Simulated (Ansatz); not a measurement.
F on the 1x1 (100) surface of fcc Cu, one in a 3x3 cell, energies for each (59.3 Å²). Energies are against ½ F2(g), without zero-point or thermal terms; each row is named by its start.

The numbers are results of PBE (plane waves to 420 eV, PAW; Ansatz, a quantum-chemistry and plane-wave program), not measurements.

Slab: 37 atoms, 5.3 Å thick at the start under the adsorbate (thin: gaps and levels are the slab's own); k 4x4x1, smearing 0.1 eV, dipole-corrected; 18 atoms held, the rest relaxed; each run with such symmetry as its start has; no spin, no spin-orbit, no U, no dispersion correction.

A negative adsorption energy means that the adsorbate is more stable on the surface than in its reference. Heights count from the host atoms within 0.3 Å of the top one.

```tsv
starting site	E_ads (eV)	height (Å)	nearest host atom (Å)	bonded to	Δ work function (eV)	lateral drift (Å)
top Cu	…	1.93	Cu 1.83	Cu	1.02	0.0
hollow Cu-Cu-Cu-Cu over Cu at depth 1.8 Å	…	1.27	Cu 2.24	4 Cu	0.27	0.0
bridge Cu-Cu (span 2.6 Å)	…	1.54	Cu 1.98	2 Cu	0.52	0.0
```

Q: Some entries are withheld; supply them.

A: 
- top Cu, E_ads (eV): -2.52
- hollow Cu-Cu-Cu-Cu over Cu at depth 1.8 Å, E_ads (eV): -2.89
- bridge Cu-Cu (span 2.6 Å), E_ads (eV): -2.95
